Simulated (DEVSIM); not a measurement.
Device: Si p-i-n diode, at 300 K.

| layer (left to right) | material | thickness (μm) | Nd (cm⁻³) | Na (cm⁻³) | τn (s) | τp (s) |
|---|---|---|---|---|---|---|
| 1 | Si | 0.500 | - | 4.3e17 | 3.7e-7 | 3.7e-7 |
| 2 | Si | 0.660 | 2.8e13 | - | 3.7e-7 | 3.7e-7 |
| 3 | Si | 1.70 | 7.7e18 | - | 3.7e-7 | 3.7e-7 |

Left contact: ohmic. Right contact: ohmic. Voltage is applied to the left contact. Recombination: SRH at mid-gap. Mobility is μmin + (μ − μmin)/(1 + (N/Nref)^α).

This is a model device: material constants are rounded textbook-type values typed into the input, and sizes, dopings and lifetimes were drawn at random. Values at 300 K; Nc and Nv go as T^1.5, mobilities as T to minus their exponent, the gap by Varshni's rule with the affinity fixed. The table also holds parameters that only a changed run uses.

| parameter | Si |
|---|---|
| gap (eV) | 1.124 |
| affinity (eV) | 4.05 |
| permittivity | 11.7 |
| Nc (cm⁻³) | 2.86e19 |
| Nv (cm⁻³) | 3.1e19 |
| μn (cm²/Vs) | 1417 |
| μp (cm²/Vs) | 470 |
| μn,min | 52 |
| μp,min | 45 |
| Nref,n | 9.7e16 |
| Nref,p | 2.2e17 |
| αn | 0.68 |
| αp | 0.72 |
| T exponent of μn | 2.3 |
| T exponent of μp | 2.2 |
| Cn (cm⁶/s) | 2.8e-31 |
| Cp (cm⁶/s) | 9.9e-32 |
| Varshni α (eV/K) | 0.000473 |
| Varshni β (K) | 636 |

DEVSIM, 1D drift-diffusion, Boltzmann statistics, complete ionisation; no tunnelling, impact ionisation, image-force lowering or self-heating.

Base results: dark forward voltage at 100 A/cm² (V) 0.776; potential step across the device at zero bias (V) 0.979; dark forward voltage at 1 A/cm² (V) 0.655.

What follows from this one change: temperature 300 → 400 K?

dark forward voltage at 100 A/cm² 0.776 → 0.613 V; potential step across the device at zero bias 0.979 → 0.874 V; dark forward voltage at 1 A/cm² 0.655 → 0.452 V.

What follows from this one change: thickness of layer 1 0.5 → 0.85 μm?

dark forward voltage at 100 A/cm² 0.776 → 0.790 V; potential step across the device at zero bias little changed (0.979 V); dark forward voltage at 1 A/cm² 0.655 → 0.669 V.

What follows from this one change: doping Nd of layer 3 7.7e+18 → 7.7e+17 cm^-3?

dark forward voltage at 100 A/cm² little changed (0.775 V); potential step across the device at zero bias 0.979 → 0.920 V; dark forward voltage at 1 A/cm² little changed (0.654 V).

What follows from this one change: constant mobility in place of the doping-dependent one?

dark forward voltage at 100 A/cm² 0.776 → 0.745 V; potential step across the device at zero bias little changed (0.979 V); dark forward voltage at 1 A/cm² 0.655 → 0.624 V.
